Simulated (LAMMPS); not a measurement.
Consider a melt made from Al (fcc), 16384 atoms, at 1030 K and 0 GPa, brought to that temperature within a few picoseconds in molecular dynamics.

Method: classical MD, pair style eam/alloy, file Al_zhou.eam.alloy, run in LAMMPS.

Task: Give the density, the most common Al-Al-Al angle, the volume per atom, the mean frequency of the velocity spectrum as this potential yields it.

Result: density: 2.3034 ± 0.0002 g/cm³; most common Al-Al-Al angle: in the 3° bin centred on 55.5° (mean of all 96°); volume per atom: 19.451 ± 0.001 Å³; mean frequency of the velocity spectrum: 4.1 THz.
